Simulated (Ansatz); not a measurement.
**BAs (model structure, started from the BN type, Pm-3n, No. 223, 12 atoms in the cell)**

Computed with PBEsol (plane waves, PAW; Ansatz, a quantum-chemistry and plane-wave program).

Run with plane-wave cutoff 520 eV, 6×6×6 k mesh, Fermi–Dirac smearing 0.01 eV, scalar-relativistic PAW data made under PBE.

Cell (relaxed with PBEsol):

```
AsB
1.0
    5.87426     0.00000     0.00000
    0.00000     5.87426     0.00000
    0.00000     0.00000     5.87426
B As
6 6
Direct
  0.25000   0.00000   0.50000
  0.50000   0.25000   0.00000
  0.50000   0.75000   0.00000
  0.75000   0.00000   0.50000
  0.00000   0.50000   0.75000
  0.00000   0.50000   0.25000
  0.25000   0.50000   0.00000
  0.00000   0.25000   0.50000
  0.00000   0.75000   0.50000
  0.75000   0.50000   0.00000
  0.50000   0.00000   0.75000
  0.50000   0.00000   0.25000
```

```
Item                                                      Value
-------------------------------------------  ------------------
band gap                                     0.49 eV (indirect)
smallest direct gap on the k points sampled             0.87 eV
direct gap at Γ                                         1.00 eV
```

Note: the relaxation could raise the start's symmetry but not lower it, so the cell can be a saddle point.

Spin–orbit coupling is not included.

The computed numbers hold no vibrational or temperature effects.

The result took around 40 core-seconds (rough).

A model structure was made by putting elements into a prototype or built by hand; it is no filed structure, need not be a known phase, and can be a saddle point held by its symmetry.
